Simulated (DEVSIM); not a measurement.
System: Pt/La2O3/n-Ge capacitor, at 250 K.

Layer 1 from the left is La2O3, thickness (nm) 27.0. Layer 2 from the left is Ge, thickness (nm) 9400, Nd (cm⁻³) 4e15.

Metal gate on the left, work function 5.6 eV. Fixed charge at the semiconductor interface -9.6e10 cm⁻² (in units of +e); no interface traps.

The device is made up for the run: typed textbook-type constants, with dimensions and the other settings drawn at random. Values at 300 K; Nc and Nv go as T^1.5, mobilities as T to minus their exponent, the gap by Varshni's rule with the affinity fixed.

La2O3: gap (eV) 5.8, affinity (eV) 1.8, permittivity 27. Ge: gap (eV) 0.664, affinity (eV) 4, permittivity 16, Nc (cm⁻³) 1.04e19, Nv (cm⁻³) 6e18, Varshni α (eV/K) 0.000477, Varshni β (K) 235.

Model (solved in DEVSIM): 1D Poisson equation in equilibrium, Boltzmann statistics, complete ionisation; no quantum confinement or tunnelling. Metal contacts follow the ideal Schottky-Mott rule: no Fermi-level pinning, no interface dipoles.

What does the simulation give for the threshold voltage (band bending 2φF)?

threshold voltage (band bending 2φF) 1.06 V.
